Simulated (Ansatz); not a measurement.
The starting structures come from a database of crystals and need not be the phases stable at ambient conditions.

 Where the default PAW files enter, the runs use the earlier of Ansatz's two default sets.

Crystal: GaS (P6_3/mmc, not sure to be the ambient phase, 8 atoms a cell, 21.4 Å³ an atom); planes in its conventional cell.

All values below come from PBEsol (plane waves, PAW; Ansatz, a first-principles code).

The gap is the functional's own. No spin-orbit coupling. Mid-gap values are interpolated on the energy grid.

```csv
plane,area of the cell (Å²),mid-gap κ (1/Å),largest κ in the gap (1/Å)
(001),11.2,0.12,0.12
(111),96.1,…,…
(110),95.4,…,…
```

Problem. The slowest decay depends on the direction. Supply the withheld values.

Solution. 
- (111), mid-gap κ (1/Å): 0.15
- (111), largest κ in the gap (1/Å): 0.17
- (110), mid-gap κ (1/Å): 0.15
- (110), largest κ in the gap (1/Å): 0.17
